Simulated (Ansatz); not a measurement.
The starting structures come from a database of crystals and need not be the phases stable at ambient conditions.

Consider the following.

```
CdTe
1.0
    4.72594     0.00000     0.00000
   -2.36297     4.09278     0.00000
    0.00000     0.00000     7.60243
Cd Te
2 2
Cartesian
  0.00000   2.72852   0.00274
  2.36297   1.36426   3.80395
  0.00000   2.72852   2.84817
  2.36297   1.36426   6.64939
```

Space group of this cell: P6_3mc, wurtzite. The cell is strained (lengths across the current scaled by 1.02, ions clamped); by r2SCAN its mean pressure is -1.5 GPa.

Transport runs along the normal of the first two printed cell vectors, the (001) (indices of the unstrained crystal) plane of the conventional cell.

The gap is the functional's own. No spin-orbit coupling. Mid-gap values are interpolated on the energy grid.

**Question.** Predict the band gap and the smallest decay constant κ at mid-gap from r2SCAN in Ansatz (a program for electronic structure).

**Answer.** Gap 1.10 eV on a 12×12×4 mesh; κ = 0.075 1/Å, at the zone centre.
